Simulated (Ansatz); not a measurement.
Base system: SiS$_{2}$ in the 2H-MoS2 type structure (space group P6_3/mmc, No. 194; a = 3.210 Å, c = 11.768 Å; a hypothetical phase, not in the database extracts checked; layered, stacked along the Cartesian z axis).

(Cell as relaxed with PBE-D3(BJ).)

Levels (all Ansatz, a quantum-chemistry and plane-wave program, PAW, earlier PAW set): PBE-D3(BJ) (420 eV, spin-orbit coupling left out); r2SCAN+rVV10 (500 eV, spin-orbit coupling left out).

Each level relaxes its own structure.

| base | PBE-D3(BJ) | r2SCAN+rVV10 |
|---|---|---|
| volume per atom | 17.50 Å³ | 18.24 Å³ |
| lattice parameter a | 3.210 Å | 3.224 Å |
| band gap | zero | zero |

Modification: the cell is scaled by 1.0167 in all directions; the atoms relax in the strained cell.

| quantity | PBE-D3(BJ) | r2SCAN+rVV10 |
|---|---|---|
| band gap | zero | ? |
| energy relative to the base (free energy F) | +8.8 meV/atom | ? |
| pressure (mean of the normal stresses, compression positive) | -3.1 GPa | ? |
| largest internal atomic displacement | 0.023 Å | ? |

### Question
Given the PBE-D3(BJ) results, estimate those of r2SCAN+rVV10.

### Answer

- band gap, r2SCAN+rVV10: 0.13 eV
- energy relative to the base (free energy F), r2SCAN+rVV10: +9.6 meV/atom
- pressure (mean of the normal stresses, compression positive), r2SCAN+rVV10: -3.2 GPa
- largest internal atomic displacement, r2SCAN+rVV10: 0.022 Å

They disagree on the band gap; PBE-D3(BJ)'s energy relative to the base lies 0.8 meV/atom below r2SCAN+rVV10's. Neither level is exact; r2SCAN+rVV10 is the comparison here, not a measurement.

Stability against distortions was not tested. All final runs are without spin polarisation. Gaps under 0.05 eV, about the width of the smearing, are given as zero. A zero or small gap of SiS2 can be the functional's error rather than a property of the material.
